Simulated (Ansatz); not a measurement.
**Hypothetical P6_3/mmc SnSe2, thickness series**

Start from SnSe2 in the 2H-MoS2 type structure (space group P6_3/mmc, No. 194; a hypothetical phase, not in the database extracts checked; layered, stacked along the Cartesian z axis).

```xyz
6
Lattice="3.7697 0.0000 0.0000 -1.8848 3.2646 0.0000 0.0000 0.0000 11.2918" Properties=species:S:1:pos:R:3 pbc="T T T"
Sn     0.0000     2.1764     2.8229
Sn     1.8848     1.0882     8.4688
Se     0.0000     2.1764     6.7401
Se     1.8848     1.0882     1.0942
Se     1.8848     1.0882     4.5517
Se     0.0000     2.1764    10.1976
```

Free-standing slabs (3 atom(s) a layer) normal to the stacking axis with 15 Å of vacuum; in-plane cell relaxed.

Calculations: PBEsol-D3(BJ) (Ansatz, a program for electronic structure; PAW; 420 eV plane waves; scalar-relativistic without spin-orbit coupling).

Notes on the quantities. excess energy per area of both faces: slab less bulk energy over the cell's area: twice a surface energy; uncertain by up to 0.1 J/m².

| change | excess energy per area of both faces | shortest interatomic distance | in-plane lattice parameter a |
|---|---|---|---|
| base | – | 2.779 Å | 3.770 Å |
| 1 layer | 0.98 J/m² | 2.736 Å | 3.698 Å |
| 2 layers | 0.9 J/m² | … | … |
| 3 layers | 0.9 J/m² | 2.732 Å | 3.749 Å |

### Question
Complete the table.

### Answer

- 2 layers, shortest interatomic distance: 2.725 Å
- 2 layers, in-plane lattice parameter a: 3.735 Å

The excess energy carries the mismatch between the slab's and the bulk's meshes. No phonon test of stability was made. All final runs are without spin polarisation.
